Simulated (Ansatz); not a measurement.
Base system: Be in the hcp (Mg type) structure (space group P6_3/mmc, No. 194; a = 2.2631 Å, c = 3.5631 Å).

Method: r2SCAN (Ansatz, a program for electronic structure; PAW; 500 eV plane waves; no SOC), earlier PAW set.

Base values:

The lattice parameter a is 226.3 pm. The c/a ratio comes out as 1.574.

The change: Mg takes the place of Be on all its sites, then cell and atoms are relaxed.

What does the calculation give for the lattice parameter a after the change?

The lattice parameter a grows by 91.14 pm to 317.5 pm.

What happens to the c/a ratio?

The c/a ratio rises by 0.059, from 1.574 to 1.633.

Whether these cells are dynamically stable was not tested.
